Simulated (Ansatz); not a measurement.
Take CoSi2 (space group Fm-3m, No. 225; a = 5.315 Å; not spin-polarised; relaxed with 0.1 eV smearing) as the base.

The values are results of Ansatz (an electronic-structure program), r2SCAN, PAW, cutoff 500 eV, spin-orbit coupling left out, earlier PAW set, not measurements.

For the base:

The pressure comes out as 0.0 GPa.

Perturbation: an isotropic linear strain of +2.27 %; the atoms relax in the strained cell.

Task: How does this affect the energy relative to the base and pressure?

Result: The energy increases by 33 meV/atom; the pressure goes from zero to -11.4 GPa.

No phonon test of stability was made. Seeded moments were not kept for the base. The final runs are not spin-polarised. An odd electron count without spin: CoSi2.
